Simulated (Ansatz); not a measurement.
**Fermi-surface data of Zr₂N (P4_2/mnm)**

```
CELL_PARAMETERS angstrom
      5.36503     0.00000     0.00000
      0.00000     5.36503     0.00000
      0.00000     0.00000     3.27690
ATOMIC_POSITIONS crystal
  Zr 0.29585 0.29585 0.00000
  Zr 0.70415 0.70415 0.00000
  Zr 0.20415 0.79585 0.50000
  Zr 0.79585 0.20415 0.50000
  N  0.00000 0.00000 0.00000
  N  0.50000 0.50000 0.50000
```

Level of theory: PBEsol, rigid bands (plane waves, PAW, scalar-relativistic; Ansatz, a first-principles code). How the cell was made: cell and atoms relaxed with PBEsol.

The density of states at the Fermi level is 2.86 states/(eV·cell), both spins and the bare Sommerfeld coefficient comes out as 1.13 mJ/(mol of atoms·K²). The drude plasma energy comes out as 3.4 (x), 3.4 (y), 5.1 (z) eV. The root-mean-square Fermi velocity is 4.5e5 m/s and the resistivity times τ comes out as 43 (x), 43 (y), 18.5 (z) ×10⁻²² Ω·m·s.

A metal at this level (no band gap); rigid bands, thermally averaged at 300 K, both spins. Spin-orbit coupling is left out. τ is one relaxation time for all states.

Computed structure with no diffraction record at hand here (it may be known, metastable or hypothetical): Zr2N (P4_2/mnm).
